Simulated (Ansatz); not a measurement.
Troubleshooting Ansatz (a quantum-chemistry and plane-wave program): a failed run on MnNb4S8 (P6_3/m, 26 atoms in the cell). The aim is a self-consistent single point with DFT, PBEsol, plane waves, default PAW files made with PBE.

Cell that was meant: a = 6.6600 Å, b = 6.6600 Å, c = 12.4665 Å, α = 90.00°, β = 90.00°, γ = 120.00°.

Part of the input:

Ansatz 0.2 input:
```yaml
    - [-3.329997, 5.767724, 0.000000]
    - [0.000000, 0.000000, 12.466475]
  atoms:
    - { symbol: Mn, position_ang: [0.000000, 0.000000, 0.000000], spin: 4.0 }
    - { symbol: Mn, position_ang: [0.000000, 0.000000, 0.500005], spin: 4.0 }
    - { symbol: Nb, position_ang: [0.494098, 0.987400, 0.250003] }
    - { symbol: Nb, position_ang: [0.506699, 0.494098, 0.749996] }
    - { symbol: Nb, position_ang: [0.012597, 0.506700, 0.250003] }
    - { symbol: Nb, position_ang: [0.505896, 0.012602, 0.749996] }
    - { symbol: Nb, position_ang: [0.493299, 0.505899, 0.250003] }
    - { symbol: Nb, position_ang: [0.987397, 0.493302, 0.749996] }
    - { symbol: Nb, position_ang: [0.000000, 0.000000, 0.250003] }
    - { symbol: Nb, position_ang: [0.000000, 0.000000, 0.749996] }
    - { symbol: S, position_ang: [0.168301, 0.338698, 0.126098] }
    - { symbol: S, position_ang: [0.829595, 0.168302, 0.626104] }
    - { symbol: S, position_ang: [0.661301, 0.829601, 0.126098] }
    - { symbol: S, position_ang: [0.831703, 0.661298, 0.626104] }
    - { symbol: S, position_ang: [0.170399, 0.831700, 0.126098] }
    - { symbol: S, position_ang: [0.338701, 0.170402, 0.626104] }
    - { symbol: S, position_ang: [0.831703, 0.661298, 0.873900] }
    - { symbol: S, position_ang: [0.170399, 0.831700, 0.373895] }
    - { symbol: S, position_ang: [0.338701, 0.170402, 0.873900] }
    - { symbol: S, position_ang: [0.168301, 0.338698, 0.373895] }
    - { symbol: S, position_ang: [0.829595, 0.168302, 0.873900] }
    - { symbol: S, position_ang: [0.661301, 0.829601, 0.373895] }
    - { symbol: S, position_ang: [0.333333, 0.666668, 0.878001] }
    - { symbol: S, position_ang: [0.666669, 0.333334, 0.377996] }
    - { symbol: S, position_ang: [0.666669, 0.333334, 0.121997] }
    - { symbol: S, position_ang: [0.333333, 0.666668, 0.622002] }
kpoints:
  mp_grid:
    grid: [2, 2, 1]
```

Log, with long lists cut:

```
WARN basis.ecutwfc = 420 eV, the default
WARN ansatz: RAYON_NUM_THREADS=1 ignored (pool sized by the plan → 1); use --threads N
Pseudopotentials: kind: paw
Pseudopotential: Mn, paw, valence charge 15
Pseudopotential: Nb, paw, valence charge 13
Pseudopotential: S, paw, valence charge 6
Error: SCF: the overlap matrix is not positive definite, so this SCF or pass stopped before solving anything: energies and bands computed with it would not be physical. With PAW pseudopotential files every eigenvalue of that matrix must be above 0; at 4 of 4 k-points the lowest is not, and the worst, at k-point 3 (counted from zero), is -5.9e-1 (as computed, with no allowance for rounding). The cause is the files, the structure or the cutoff, not the eigensolver. Where the projector spheres of two atoms overlap (a projector without an augmentation charge has none), move the closest atoms apart or use files with smaller projector spheres; norm-conserving files [...]
```

Task: Read the log: what does the program object to, and what is the fix?

Result: The fault is this: fractional positions typed under position_ang; here the program stops on it instead of giving results. To fix it, make label and numbers agree, by changing either. The program stopped before any SCF iteration.

On the sound input: the starting cell comes from a database of published, mostly measured structures (it also holds non-ambient and calculated ones), without a prior relaxation at this level. Its lattice was rescaled by a random factor within 2.5 % of one. The magnetic order is the one reached from the typed start; others were not searched systematically. Forces in this geometry exceed 1 eV/Å.
